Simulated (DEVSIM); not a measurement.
System: In0.53Ga0.47As p-n junction from an implanted or diffused profile, at 300 K.

| layer (left to right) | material | thickness (μm) | Nd (cm⁻³) | τn (s) | τp (s) |
|---|---|---|---|---|---|
| 1 | In0.53Ga0.47As | 71.0 | 3.3e15 | 4.3e-8 | 4.3e-8 |

Added acceptor profile: 3.6e17 cm⁻³ × exp(−(x − 0.021 μm)²/(2·(0.076 μm)²)). Left contact: ohmic. Right contact: ohmic. Voltage is applied to the left contact. Recombination: SRH at mid-gap, radiative, Auger. Mobility is μmin + (μ − μmin)/(1 + (N/Nref)^α).

Constants are typed, rounded textbook-type inputs, not results; the design itself was drawn at random and stands for no fabricated device. Values at 300 K; Nc and Nv go as T^1.5, mobilities as T to minus their exponent, the gap by Varshni's rule with the affinity fixed.

| parameter | In0.53Ga0.47As |
|---|---|
| gap (eV) | 0.74 |
| affinity (eV) | 4.51 |
| permittivity | 13.9 |
| Nc (cm⁻³) | 2.1e17 |
| Nv (cm⁻³) | 7.7e18 |
| μn (cm²/Vs) | 12000 |
| μp (cm²/Vs) | 300 |
| μn,min | 300 |
| μp,min | 10 |
| Nref,n | 1.3e17 |
| Nref,p | 4.9e17 |
| αn | 0.48 |
| αp | 0.4 |
| T exponent of μn | 1.6 |
| T exponent of μp | 1.6 |
| B (cm³/s) | 9.6e-11 |
| Cn (cm⁶/s) | 5e-29 |
| Cp (cm⁶/s) | 5e-29 |
| Varshni α (eV/K) | 0.00035 |
| Varshni β (K) | 190 |

Simulated with DEVSIM: 1D drift-diffusion, Boltzmann statistics, complete ionisation; no tunnelling, impact ionisation, image-force lowering or self-heating.

The temperature was swept, all else fixed.

```tsv
temperature (K)	potential step across the device at zero bias (V)	dark forward voltage at 100 A/cm² (V)
250	0.610	0.610
300	0.552	(withheld)
350	0.492	0.524
400	0.429	0.482
450	0.365	0.439
500	0.302	0.381
```

### Question
Complete the blanks.

### Answer

- 300, dark forward voltage at 100 A/cm² (V): 0.567
